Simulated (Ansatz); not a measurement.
# CdS in the zinc blende structure (space group F-43m, No. 216)

```xyz
2
Lattice="0.0000 2.9389 2.9389 2.9389 0.0000 2.9389 2.9389 2.9389 0.0000" Properties=species:S:1:pos:R:3 pbc="T T T"
S      4.4084     4.4084     4.4084
Cd     0.0000     0.0000     0.0000
```

Method: Kohn–Sham DFT with the r2SCAN functional, run in Ansatz (a program for electronic structure) with PAW and 500 eV plane waves, no spin-orbit coupling. Settings: 10×10×10 k-points, 0.05 eV Fermi–Dirac smearing.

| Item | Result |
|---|---|
| Volume per atom | 25.38 Å³ |
| Density | 4.73 g/cm³ |
| Band gap | 1.54 eV, direct at Γ |
| Electron mass | 0.15 mₑ |
| Hole mass (degenerate bands, along [100]) | 0.16, 0.78, 0.78 mₑ |
| Lowest conduction-band minima above the VBM | Γ 1.54 eV |
| Total energy | -4587.805 eV/atom (σ→0; compares only within this code and set-up) |

Masses are band curvatures over ±0.01 Å⁻¹ around the edge. Semilocal Kohn–Sham gaps tend to fall short of experiment. Stability against distortions was not tested.
